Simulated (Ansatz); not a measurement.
# Be: energy against volume

Be (hcp, P6_3/mmc, 7.909 Å³/atom and stress up to 0.01 GPa in the relaxed cell, c along z) under hydrostatic pressure, with the cell free. PBE in Ansatz, a plane-wave DFT program (PAW, default set), 420 eV, 23×23×13 Γ-centred mesh, Fermi-Dirac smearing 0.05 eV; ions are relaxed, or left where forces stay under 0.02 eV/Å, within the symmetry of each cell.

Here V stands for volume and E for E less E0.

```
volume (Å³/atom)  E less E0 (meV/atom)  pressure (GPa)
----------------  --------------------  --------------
8.0421                            0.84           -1.99
7.9741                            0.20           -0.99
7.9092                            0.00            0.00
7.8519                            0.16            0.90
7.7784                            0.85            2.10
7.6404                            3.68            4.49
7.4065                           13.45            8.99
7.1356                               ?               ?
```

Question: Fit E against V with the third-order Birch-Murnaghan form, a cubic in V^(-2/3), and predict the withheld value at V = 7.1356.

Answer: With u = V^(-2/3) - 0.254, the rows have u = -0.004873, -0.003459, -0.002090, -0.000866, 0.000726, 0.003784, 0.009183. Least squares gives E = 0.468 + 447.75·u + 106714·u² - 165550·u³. Residuals (row less fit): 0.001, -0.003, 0.000, 0.000, 0.001, -0.001, 0.000; standard error 0.002 (degrees of freedom: 3). Its minimum lies at u = -0.002088, so V0 = (0.251912)^(-3/2) = 7.909. There d²E/du² = 215500 and d³E/du³ = -993300, so B0 = (4/9) × 7.909^(-7/3) × 215500 × 0.160218 = 123 GPa (the last factor turns the table's units into GPa), and B0' = 4 + (2/3) × 0.251912 × (-993300)/215500 = 3.2. B0' rests on the cubic coefficient alone and has a standard error of 0.1 from these residuals. At the withheld row, u = 0.015803, so E = 0.468 + 447.75 × 0.015803 + 106714 × 0.015803² - 165550 × 0.015803³ = 33.541 meV/atom. The calculation gives 33.58 meV/atom, 0.039 meV/atom above the prediction (0.1 % of the range of E in the table). The row lies outside the fitted rows, so this is an extrapolation. The scatter of the fitted rows lies at the last printed digit.

In a metal these values are sensitive to mesh and smearing; energies are taken to zero smearing, stresses follow the free energy. Other structures, which can take over under pressure, weren't tried. The same form fitted to the pressure column gives B0' = 3.3; series where the two differ by over 0.4 aren't shown. Rows are the converged runs of the series near zero and its far end, less any whose ions stayed unrelaxed beside relaxed ones; series whose fitted rows scatter by over a few per cent of the range, as at a crossing or softening among them, aren't shown in this form.
